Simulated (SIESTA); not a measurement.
SIESTA run on Cs₃Bi (I4mm, 4 atoms in the cell): self-consistent single point.

Level of theory: GGA PBEsol, numerical atomic orbitals TZP, PseudoDojo PBEsol standard norm-conserving potentials (rewritten from UPF to PSML) (SIESTA).

The change in words: lattice scaled by 0.98. Reference geometry:
```
CELL_PARAMETERS angstrom
      0.00000     4.67311     4.67311
      4.67311     0.00000     4.67311
      4.67311     4.67311     0.00000
ATOMIC_POSITIONS crystal
  Cs 0.25000 0.25000 0.25000
  Cs 0.75000 0.75000 0.75000
  Cs 0.50535 0.50535 0.49465
  Bi 0.00000 0.00000 0.00000
```

Reference input (self-consistent single point, DFT, GGA PBEsol, numerical atomic orbitals TZP, PseudoDojo PBEsol standard norm-conserving potentials (rewritten from UPF to PSML)): XC.functional = GGA; XC.authors = PBEsol; potentials = PseudoDojo PBEsol standard; PAO.BasisSize = TZP; PAO.EnergyShift = 0.01 Ry; MeshCutoff = 350 Ry; kgrid.MonkhorstPack = 5 5 5; OccupationFunction = MP; OccupationMPOrder = 0; ElectronicTemperature = 3156.43 K; MaxSCFIterations = 150; SCF.Mixer.Method = Pulay. This run's input differs from it in these lines:

```diff
@@ -10,7 +10,7 @@
 %endblock ChemicalSpeciesLabel
-LatticeConstant              6.608778 Ang
+LatticeConstant              6.476603 Ang
 %block LatticeVectors
-     0.000000000    0.707106821    0.707106821
-     0.707106821    0.000000000    0.707106821
-     0.707106821    0.707106821    0.000000000
+     0.000000000    0.707106797    0.707106797
+     0.707106797    0.000000000    0.707106797
+     0.707106797    0.707106797    0.000000000
 %endblock LatticeVectors
```

The program printed (abridged):

```
        iscf     Eharris(eV)        E_KS(eV)     FreeEng(eV)     dDmax    Ef(eV) dHmax(eV)
   scf:    1    -4114.394492    -4125.786127    -4125.786255  2.115954 -3.835750  4.287000
   scf:    2    -4128.282818    -4127.185566    -4127.190371  0.221546 -3.460145  2.375193
   scf:    3    -4127.803131    -4127.574768    -4127.582840  0.225771 -3.143923  1.089102
   scf:    4    -4127.638835    -4127.613597    -4127.621743  0.121055 -3.206841  0.338990
   scf:    5    -4127.620859    -4127.618710    -4127.626852  0.042408 -3.156933  0.014364
   scf:    6    -4127.618754    -4127.618736    -4127.626878  0.003237 -3.157015  0.006226
   scf:    7    -4127.618729    -4127.618735    -4127.626877  0.001759 -3.159852  0.006516
   scf:    8    -4127.618740    -4127.618739    -4127.626881  0.001083 -3.158691  0.001321
   scf:    9    -4127.618739    -4127.618739    -4127.626881  0.000219 -3.158957  0.000147
   scf:   10    -4127.618739    -4127.618739    -4127.626881  0.000009 -3.158958  0.000040
SCF Convergence by DM+H criterion
max |DM_out - DM_in|         :     0.0000087909
max |H_out - H_in|      (eV) :     0.0000399921
SCF cycle converged after 10 iterations

Using DM_out to compute the final energy and forces

siesta: E_KS(eV) =            -4127.6187

siesta: E_KS - E_eggbox =     -4127.6187

siesta: Atomic forces (eV/Ang):
     1   -0.000012   -0.000012    0.033063
     2    0.000011    0.000011    0.033086
     3   -0.000000   -0.000000   -0.052931
     4    0.000000    0.000000   -0.012857
   Tot   -0.000000   -0.000000    0.000362
   Max    0.052931
   Res    0.020726    sqrt( Sum f_i^2 / 3N )
   Max    0.052931    constrained

Stress tensor Voigt[x,y,z,yz,xz,xy] (kbar):      -23.14      -23.14      -23.09       -0.02       -0.02       -0.02
(Free)E + p*V (eV/cell)    -4124.8542
   [... lines left out ...]
siesta: FreeEng =     -4127.626881
   [... lines left out ...]
siesta:    -0.014445   -0.000013   -0.000013
siesta:    -0.000013   -0.014445   -0.000013
siesta:    -0.000013   -0.000013   -0.014410

siesta: Cell volume =        192.099777 Ang**3

siesta: Pressure (static):
siesta:                Solid            Molecule  Units
siesta:           0.00015720          0.00015612  Ry/Bohr**3
siesta:           0.01443331          0.01433466  eV/Ang**3
siesta:          23.12470606         22.96665033  kBar
```

The run converged in 10 iterations. Against the reference run the free energy rises by 35.8 meV/atom, the pressure goes from 1.55 to 2.31 GPa and the largest force moves little (0.051 to 0.053 eV/Å).

The starting cell comes from a database of computed structures (which also holds hypothetical and non-ambient phases and stackings), without a prior relaxation at this level. Its lattice was rescaled by up to half a per cent. One atom was moved a little off its site on purpose. For this run, on top of that: lattice scaled by 0.98. Values carry the incompleteness of an atom-centred basis.

Cost on one core of a shared machine: roughly 30 s.
